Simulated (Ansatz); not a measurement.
The reference is MgTe in the zinc blende structure (space group F-43m, No. 216; a = 6.368 Å). Axes: x, y, z lie along the cube axes.

All numbers come from DFT with LDA, PAW potentials and a 420 eV plane-wave cutoff in Ansatz (an electronic-structure program), no SOC.

The change: an isotropic linear strain of +0.50 %; the atoms relax in the strained cell.

Q: Predict the stress tensor and what it implies for the stiffness.

A: Stress of the strained cell less that of the base (GPa, compression positive):
```
  -0.56    0.00    0.00
   0.00   -0.56    0.00
   0.00    0.00   -0.56
```

Then B = −ΔP/(ΔV/V₀) with ΔV/V₀ = 0.0151 gives secant stiffness values (nonlinear terms included at this strain): B ≈ 37 GPa.

No phonon test of stability was made.
